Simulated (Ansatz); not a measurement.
## A short convergence ladder for CsGeI3 (Cm, 5 atoms in the cell)

```xyz
5
Lattice="4.3664 -4.2369 0.0000 4.3664 4.2369 0.0000 -0.3252 0.0000 6.1379" Properties=species:S:1:pos:R:3 pbc="T T T"
Cs     7.7648     0.0000     3.6005
Ge     3.2107     0.0000     0.8233
I      3.4057     0.0000     3.5647
I      5.7715    -2.1655     0.5723
I      5.7715     2.1655     0.5723
```

Base method: LDA (PW92), default PAW files made with PBE (plane waves; Ansatz, a first-principles code).

Base settings: basis.ecutwfc = 30.9 Ry; kpoints.mp_grid.grid = 3 3 3; hamiltonian.xc = lda; hamiltonian.pseudopotentials = {kind: paw} (the program's default PAW files); scf.occupations.method = fixed.

Core times come from one kind of shared machine, to one figure; runs under 30 s give none.

**Zone-centre phonons against the cutoff**

In this ladder: phonons.method = dfpt; phonons.dielectric = true; phonons.rigid_motions = translations.

The mesh stays at the base's, so the ladder's end is converged at best in this setting alone.

Frequencies are those of the unrelaxed cell, without the LO-TO term of polar crystals.

Only quantities that move along the ladder and can be compared are tabulated.

ε∞ and Born charges come from denser meshes that the program picks itself.

```tsv
basis.ecutwfc	highest zone-centre frequency (cm⁻¹)	lowest optical frequency (cm⁻¹)	largest Born charge (mean of the diagonal) (e)	mean ε∞	core time / last (rough)
15.4 Ry	180.6	-9.6	3.353	5.864	0.9
21.7 Ry	137.7	5.6	3.359	5.942	0.7
26.1 Ry	137.8	4.0	3.362	5.946	0.8
30.9 Ry	137.7	4.0	3.361	5.947	1
```

Coarsest basis.ecutwfc that holds the largest Born charge (mean of the diagonal) within 0.005 e of the last step, with all finer ones: 21.7 Ry; the step before is off by 0.008 e.

Coarsest basis.ecutwfc that holds the lowest optical frequency within 5 cm⁻¹ of the last step, with all finer ones: 21.7 Ry; the step before is off by 14 cm⁻¹.

Coarsest basis.ecutwfc that holds the highest zone-centre frequency within 5 cm⁻¹ of the last step, with all finer ones: 21.7 Ry; the step before is off by 43 cm⁻¹.

On the base run: the starting cell comes from a database of computed structures (which also holds hypothetical and non-ambient phases and stackings), without a prior relaxation at this level. Its lattice was rescaled by up to half a per cent.

Keys are those of Ansatz 0.2.
